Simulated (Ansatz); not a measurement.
**CaF2: pressure series**

The reference is CaF$_{2}$ in the fluorite structure (space group Fm-3m, No. 225).

```cif
data_Ca4F8
_chemical_formula_sum 'Ca4 F8'
_space_group_name_H-M_alt 'Fm-3m'
_space_group_IT_number 225
_space_group_name_Hall '-F 4 2 3'
_cell_length_a 5.51095
_cell_length_b 5.51095
_cell_length_c 5.51095
_cell_angle_alpha 90.000
_cell_angle_beta 90.000
_cell_angle_gamma 90.000
loop_
_atom_site_label
_atom_site_type_symbol
_atom_site_symmetry_multiplicity
_atom_site_Wyckoff_symbol
_atom_site_fract_x
_atom_site_fract_y
_atom_site_fract_z
_atom_site_occupancy
Ca1 Ca 4 a 0.00000 0.00000 0.00000 1
F1 F 8 c 0.25000 0.25000 0.25000 1
```
(The calculation used a cell of 3 atoms; values per cell refer to that cell.)

Cell and atoms are relaxed at each pressure.

Computed with DFT with PBE, PAW potentials and a 420 eV plane-wave cutoff in Ansatz (a quantum-chemistry and plane-wave program), no SOC.

```json
[
 {"P (GPa)": "-1.99", "V (Å³/atom)": "14.333"},
 {"P (GPa)": "-0.99", "V (Å³/atom)": "14.132"},
 {"P (GPa)": "0.30", "V (Å³/atom)": "13.895"},
 {"P (GPa)": "0.70", "V (Å³/atom)": "13.825"},
 {"P (GPa)": "1.49", "V (Å³/atom)": "13.692"},
 {"P (GPa)": "2.99", "V (Å³/atom)": "13.459"},
 {"P (GPa)": "4.99", "V (Å³/atom)": "13.178"},
 {"P (GPa)": "7.49", "V (Å³/atom)": "12.866"},
 {"P (GPa)": "10.00", "V (Å³/atom)": "12.588"}
]
```

Question: Fit a third-order Birch–Murnaghan equation of state.

Answer: Least squares on P(V) = (3B₀/2)[(V₀/V)^(7/3) − (V₀/V)^(5/3)]·[1 + (3/4)(B₀′ − 4)((V₀/V)^(2/3) − 1)] gives V₀ = 13.95 Å³/atom, B₀ = 78 GPa and B₀′ = 4.5.

Between the base and pressure 7.5 GPa the gap moves from 7.14 eV to 7.63 eV, a mean slope of 65 meV/GPa.

Load acts through the strain it causes; cell and atoms are relaxed under it. Whether these cells are dynamically stable was not tested. No other phases were tried under pressure. The base started in Pca2_1 and relaxed to Fm-3m at this level.
